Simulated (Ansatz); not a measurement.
Take GaAs in the zinc blende structure (space group F-43m, No. 216) as the base.

```
CELL_PARAMETERS angstrom
      0.00000     2.83278     2.83278
      2.83278     0.00000     2.83278
      2.83278     2.83278     0.00000
ATOMIC_POSITIONS crystal
  As 0.75000 0.75000 0.75000
  Ga 0.00000 0.00000 0.00000
```

Computed with Ansatz (a program for electronic structure) r2SCAN, no spin-orbit coupling, earlier PAW set.

For the base:

The shortest interatomic distance comes out as 2.453 Å and the band gap is 0.97 eV. The hole mass is 0.051, 0.34, 0.34 mₑ (at Γ) and the gap character comes out as direct at Γ.

Perturbation: cell and atoms relaxed at a pressure of 60 GPa.

### Question
How does this affect the shortest interatomic distance?

### Answer
The shortest interatomic distance falls by 0.282 Å, from 2.453 Å to 2.171 Å.

### Question
Predict the new band gap.

### Answer
The band gap shrinks by 0.12 eV, from 0.97 eV to 0.85 eV.

### Question
Predict the new hole mass.

### Answer
The hole mass (degenerate bands, along [100]) changes from 0.051, 0.34, 0.34 mₑ (at Γ) to 0.15, 0.21, 0.21 mₑ (at Γ).

### Question
Predict the new gap character.

### Answer
The gap character changes from direct at Γ to indirect, Γ → X.

Load acts through the strain it causes; cell and atoms are relaxed under it. Masses are band curvatures over ±0.01 Å⁻¹ around the edge. No phonon test of stability was made. Measured, GaAs leaves this structure (for a Cmcm phase) near 15 GPa (room temperature; as listed in arXiv:1906.07825).
